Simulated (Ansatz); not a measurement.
Start from CsPbCl$_{3}$ in the cubic perovskite structure (space group Pm-3m, No. 221; a = 5.521 Å). Axes: x, y, z lie along the cube axes.

Computed with LDA (Ansatz, an electronic-structure program), scalar-relativistic without spin-orbit coupling.

Strains are applied to the cell and any free atomic positions relax; under biaxial strain the out-of-plane vector relaxes too.

One change was made to it. Results:

The hole mass becomes 0.13 mₑ along k, 0.14 mₑ across (at R) (base: 0.14 mₑ (at R)); the energy grows by 1.8 meV/atom; the band gap falls by 0.12 eV (1.53 eV → 1.41 eV); the shortest interatomic distance shrinks by 0.007 Å, from 2.760 Å to 2.753 Å.

Problem. What was done to the base?
(A) biaxial strain −0.50 %, plane normal [111], relaxed out of plane
(B) biaxial strain −1.00 %, plane normal [111], relaxed out of plane
(C) biaxial strain −2.00 %, plane normal [111], relaxed out of plane

Solution. C, biaxial strain −2.00 %, plane normal [111], relaxed out of plane. For comparison, the band gap in the other runs: biaxial strain −0.50 %, plane normal [111], relaxed out of plane gives 1.50 eV; biaxial strain −1.00 %, plane normal [111], relaxed out of plane gives 1.47 eV.

Spin-orbit coupling, missing from the scalar runs, can matter with Pb. Effective masses come from finite differences of ±0.01 Å⁻¹. Along k means along the line from Γ to the band edge. Stability against distortions was not tested. Many cubic perovskites are stable only at high temperature; tilts and polar distortions were not tested. This is not the structure that CsPbCl3 has at room temperature and ambient pressure.
